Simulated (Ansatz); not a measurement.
Take SiS2 (space group Ibam, No. 72; made of chains) as the base.

```yaml
crystal:
  lattice:
    - [-3.19356, 5.56298, 2.79607]
    - [3.19356, -5.56298, 2.79607]
    - [3.19356, 5.56298, -2.79607]
  atoms:
    - { symbol: S, position: [0.89640, 0.81906, 0.71546] }
    - { symbol: S, position: [0.39640, 0.68094, 0.07735] }
    - { symbol: S, position: [0.60360, 0.31906, 0.92265] }
    - { symbol: S, position: [0.10360, 0.18094, 0.28454] }
    - { symbol: Si, position: [0.75000, 0.75000, 0.00000] }
    - { symbol: Si, position: [0.25000, 0.25000, 0.00000] }
```

Calculations: DFT with PBE, PAW potentials and a 420 eV plane-wave cutoff in Ansatz (an electronic-structure program), no spin-orbit coupling, earlier PAW set.

For the base:

The density is 1.54 g/cm³ and the width of the top valence band comes out as 0.75 eV. The gap character is indirect, T → G₀–X (25 % along).

One thing is altered: cell and atoms relaxed at a pressure of 9 GPa.

### Question
What does the calculation give for the density, width of the top valence band and gap character after the change?

### Answer
The density goes up by 1.13 g/cm³ (1.54 g/cm³ → 2.67 g/cm³); the width of the top valence band goes up by 0.356 eV, from 0.75 eV to 1.10 eV; the gap character changes from indirect, T → G₀–X (25 % along) to indirect, Σ₀–Γ (18 % along) → X.

Load acts through the strain it causes; cell and atoms are relaxed under it. Stability against distortions was not tested. No other phases were tried under pressure. No dispersion term is included, though the crystal is made of layers, chains or molecules, so its spacings can come out too wide.
